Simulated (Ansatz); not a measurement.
# How far PBE and PBEsol part for AlN

Consider AlN in the zinc blende structure (space group F-43m, No. 216; a = 4.403 Å).

(Cell as relaxed with PBE.)

Levels (all Ansatz, a program for electronic structure, PAW): PBE (420 eV, no spin-orbit coupling); PBEsol (420 eV, no spin-orbit coupling).

Each level relaxes its own structure.

```csv
quantity,PBE,PBEsol
volume per atom,10.67 Å³,(withheld)
lattice parameter a,440.3 pm,(withheld)
band gap,3.31 eV,(withheld)
gap character,"indirect, Γ → X",(withheld)
electron mass,"0.53 mₑ along k, 0.33 mₑ across",(withheld)
```

**Question.** Given the PBE results, estimate those of PBEsol.

**Answer.** 
- volume per atom, PBEsol: 10.49 Å³
- lattice parameter a, PBEsol: 437.8 pm
- band gap, PBEsol: 3.19 eV
- gap character, PBEsol: indirect, Γ → X
- electron mass, PBEsol: 0.52 mₑ along k, 0.32 mₑ across

PBE's volume per atom lies 0.18 Å³ above PBEsol's (1.8 %); PBE's lattice parameter a lies 2.5 pm above PBEsol's (0.6 %); PBE's band gap lies 0.12 eV above PBEsol's; the two agree on the gap character. Neither level is exact; PBEsol is the comparison here, not a measurement.

Masses are band curvatures over ±0.01 Å⁻¹ around the edge. Along k means along the line from Γ to the band edge. Whether these cells are dynamically stable was not tested. This is not the structure that AlN has at room temperature and ambient pressure.
